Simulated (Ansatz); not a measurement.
**SnGeO₄ (model structure, started from the HfGeO4 type, I4₁/a, No. 88, 12 atoms in the cell)**

The numbers are results of PBEsol (plane waves, PAW; Ansatz, a program for electronic structure), not measurements.

Numerical settings: plane-wave cutoff 520 eV, 10×10×10 k mesh, Fermi–Dirac smearing 0.01 eV, scalar-relativistic PAW data made under PBE.

Cell (relaxed with PBEsol):

```cif
data_Ge4O16Sn4
_chemical_formula_sum 'Sn4 Ge4 O16'
_space_group_name_H-M_alt 'I41/a :1'
_space_group_IT_number 88
_space_group_name_Hall 'I 4bw -1bw'
_cell_length_a 4.82080
_cell_length_b 4.82080
_cell_length_c 10.72514
_cell_angle_alpha 90.000
_cell_angle_beta 90.000
_cell_angle_gamma 90.000
loop_
_space_group_symop_operation_xyz
  'x, y, z'
  '-y, x+1/2, z+1/4'
  '-x+1/2, -y+1/2, z+1/2'
  'y+1/2, -x, z+3/4'
  '-x, -y+1/2, -z+1/4'
  'y, -x, -z'
  'x+1/2, y, -z+3/4'
  '-y+1/2, x+1/2, -z+1/2'
  'x+1/2, y+1/2, z+1/2'
  '-y+1/2, x, z+3/4'
  '-x, -y, z'
  'y, -x+1/2, z+1/4'
  '-x+1/2, -y, -z+3/4'
  'y+1/2, -x+1/2, -z+1/2'
  'x, y+1/2, -z+1/4'
  '-y, x, -z'
loop_
_atom_site_label
_atom_site_type_symbol
_atom_site_symmetry_multiplicity
_atom_site_Wyckoff_symbol
_atom_site_fract_x
_atom_site_fract_y
_atom_site_fract_z
_atom_site_occupancy
Sn1 Sn 4 b 0.00000 0.00000 0.50000 1
Ge1 Ge 4 a 0.00000 0.00000 0.00000 1
O1 O 16 f 0.26509 0.31556 0.16802 1
```
(The calculation used a cell of 12 atoms; values per cell refer to that cell.)

For SnGeO₄ (model structure, started from the HfGeO4 type, I4₁/a, No. 88, 12 atoms in the cell), the band gap comes out as 1.22 eV and the smallest direct gap on the k points sampled is 1.25 eV.

Note: the relaxation could raise the start's symmetry but not lower it, so the cell can be a saddle point.

Spin–orbit coupling is not included.

The computed numbers hold no vibrational or temperature effects.

Computing time: very roughly 70 core-seconds.

A model structure was made by putting elements into a prototype or built by hand; it is no filed structure, need not be a known phase, and can be a saddle point held by its symmetry.
